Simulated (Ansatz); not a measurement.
Pressure series in TiAl

Start from TiAl (space group P4/mmm, No. 123; a = 2.8243 Å, c = 4.0708 Å).

Cell and atoms are relaxed at each pressure.

The values are results of PBE (Ansatz, a first-principles code; PAW; 420 eV plane waves; no spin-orbit coupling), not measurements.

Notes on the quantities. enthalpy: H = E + PV relative to the base's energy.

```csv
variant,volume per atom,enthalpy
base,16.24 Å³,–
pressure −2 GPa,16.54 Å³,-0.20 eV/atom
pressure −1 GPa,16.38 Å³,-0.10 eV/atom
pressure 1.8 GPa,15.99 Å³,+0.18 eV/atom
pressure 4.2 GPa,15.68 Å³,+0.42 eV/atom
pressure 9 GPa,15.15 Å³,+0.88 eV/atom
pressure 18 GPa,14.33 Å³,+1.71 eV/atom
pressure 30 GPa,13.49 Å³,+2.75 eV/atom
pressure 45 GPa,12.67 Å³,+3.97 eV/atom
pressure 60 GPa,?,+5.13 eV/atom
```

Problem. What belongs in the blanks?

Solution. 
- pressure 60 GPa, volume per atom: 12.03 Å³

Load acts through the strain it causes; cell and atoms are relaxed under it. Stability against distortions was not tested. No other phases were tried under pressure. The final runs are not spin-polarised.
